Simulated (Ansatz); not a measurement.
InTeBr (model structure, started from the BiTeI type, P3m1, No. 156, 3 atoms in the cell), treated with HSE06+SOC in Ansatz (PAW).

Run with plane-wave cutoff 460 eV, 9×9×4 k mesh (along the axes of the cell as run), Fermi–Dirac smearing 0.01 eV, PAW data made under PBE.

Cell (relaxed with PBE-D3(BJ)):

```cif
data_BrInTe
_chemical_formula_sum 'In1 Te1 Br1'
_space_group_name_H-M_alt 'P3m1'
_space_group_IT_number 156
_space_group_name_Hall 'P 3 -2"'
_cell_length_a 4.17940
_cell_length_b 4.17940
_cell_length_c 6.32931
_cell_angle_alpha 90.000
_cell_angle_beta 90.000
_cell_angle_gamma 120.000
loop_
_atom_site_label
_atom_site_type_symbol
_atom_site_symmetry_multiplicity
_atom_site_Wyckoff_symbol
_atom_site_fract_x
_atom_site_fract_y
_atom_site_fract_z
_atom_site_occupancy
In1 In 1 a 0.00000 0.00000 0.92441 1
Te1 Te 1 c 0.66667 0.33333 0.68830 1
Br1 Br 1 b 0.33333 0.66667 0.20659 1
```

Problem. What does this level give for the band gap and smallest direct gap on the k points sampled?

Solution. 
* **band gap**: 1.02 eV (indirect)
* **smallest direct gap on the k points sampled**: 1.37 eV

Note: the relaxation could raise the start's symmetry but not lower it, so the cell can be a saddle point; cell and atoms aren't relaxed at this level.

A model structure was made by putting elements into a prototype or built by hand; it is no filed structure, need not be a known phase, and can be a saddle point held by its symmetry.

Ansatz is an electronic-structure program.
